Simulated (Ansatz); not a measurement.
Ag2S (Cmcm, No. 63, 6 atoms in the cell; start mp-36216; a measured phase of this formula has another space group): properties by level of theory

```csv
level (code),cohesive energy (eV/atom),band gap (eV)
LDA (Ansatz),[?],0.61
PBEsol (Ansatz),3.21,0.95
PBE0 (Ansatz),[?],2.57
```

### Question
Complete the blanks.

### Answer

- LDA (Ansatz, a first-principles code), cohesive energy (eV/atom): 3.72
- PBE0 (Ansatz), cohesive energy (eV/atom): 2.69

Computed values are for a static lattice. Spin–orbit coupling is included only where a level's name says +SOC; with heavier elements it mostly lowers gaps and can invert bands.  Each level is taken at its own relaxed cell. Cutoffs and k meshes differ between the levels. Ansatz's density-functional and Hartree–Fock values are scalar-relativistic unless marked +SOC, with PAW data made under PBE.

Caveats: the relaxation could not lower the start's symmetry, so the cell can be a saddle point above a distorted one (LDA, PBEsol, PBE0). Ansatz's density-functional and Hartree–Fock values are scalar-relativistic unless marked +SOC, with PAW data made under PBE.

Unless a cell is named, each level is at its own relaxed cell (LDA 18.25, PBEsol 19.39, PBE0 22.27 Å³/atom).

Free atoms are spin-polarised, in the lowest state found; at levels without +SOC their spin–orbit coupling is left out.

Computed values are for the static lattice.

A start named mp-… is a Materials Project structure, which need not be a measured phase.
